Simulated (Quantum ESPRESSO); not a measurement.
Band structure of ScAl3 (Pm-3m, 4 atoms in the cell).

```yaml
crystal:
  lattice:
    - [4.08781, 0.00000, 0.00000]
    - [0.00000, 4.08781, 0.00000]
    - [0.00000, 0.00000, 4.08781]
  atoms:
    - { symbol: Sc, position: [0.00000, 0.00000, 0.00000] }
    - { symbol: Al, position: [0.50000, 0.00000, 0.50000] }
    - { symbol: Al, position: [0.00000, 0.50000, 0.50000] }
    - { symbol: Al, position: [0.50000, 0.50000, 0.00000] }
```

Level of theory: PBE, GBRV 1.5 ultrasoft (PBE) pseudopotentials (plane waves; Quantum ESPRESSO).

Settings: ecutwfc = 50 Ry; ecutrho = 400 Ry; occupations = smearing; smearing = methfessel-paxton; degauss = 0.0036749 Ry; potentials = {Sc: sc_pbe_v1.uspp.F.UPF, Al: al_pbe_v1.uspp.F.UPF}; K_POINTS = automatic 7 7 7 0 0 0; nbnd = 16; conv_thr = 1e-10 Ry.

The starting cell comes from a database of computed structures (which also holds hypothetical and non-ambient phases and stackings), without a prior relaxation at this level.

Levels in eV from the Fermi level, bands 7 to 14:
```tsv
point	7	8	9	10	11	12	13	14
Γ	-2.47	-1.69	-1.69	-1.69	1.46	1.46	1.46	1.46
X	-1.58	-1.58	-1.32	0.98	1.15	1.15	1.53	1.79
M	-5.50	-4.23	-0.39	-0.39	1.36	1.53	2.24	2.65
R	-4.65	-4.34	-2.83	-2.83	-2.83	1.14	2.76	2.76
```

Bands cross the Fermi level along this path, so the cell is metallic at this level.
